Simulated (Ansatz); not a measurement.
Start from Zr in the hcp (Mg type) structure (space group P6_3/mmc, No. 194).

```xyz
2
Lattice="3.2460 0.0000 0.0000 -1.6230 2.8111 0.0000 0.0000 0.0000 5.1507" Properties=species:S:1:pos:R:3 pbc="T T T"
Zr     1.6230     0.9370     3.8631
Zr     0.0000     1.8741     1.2877
```

Calculations: plane-wave PAW DFT at the r2SCAN level (Ansatz, a quantum-chemistry and plane-wave program, 500 eV), scalar-relativistic without spin-orbit coupling.

One change was made to it. Results:

The shortest interatomic distance drops by 0.123 Å, from 3.185 Å to 3.062 Å; the c/a ratio goes up by 0.0175 to 1.604.

Question: Which of these changes matches the shifts?
A) pressure 15 GPa
B) pressure −1 GPa
C) pressure 0.9 GPa
D) pressure 4.5 GPa

Answer: A, pressure 15 GPa. For comparison, the shortest interatomic distance in the other runs: pressure −1 GPa gives 3.196 Å; pressure 0.9 GPa gives 3.176 Å; pressure 4.5 GPa gives 3.141 Å.

Load acts through the strain it causes; cell and atoms are relaxed under it. Whether these cells are dynamically stable was not tested. All final runs are without spin polarisation. Measured, Zr leaves this structure (for the ω phase) near 3 GPa (temperature not stated; as listed in C. Cazorla, D. Alfè, M. J. Gillan, Physical Review B (2008)).
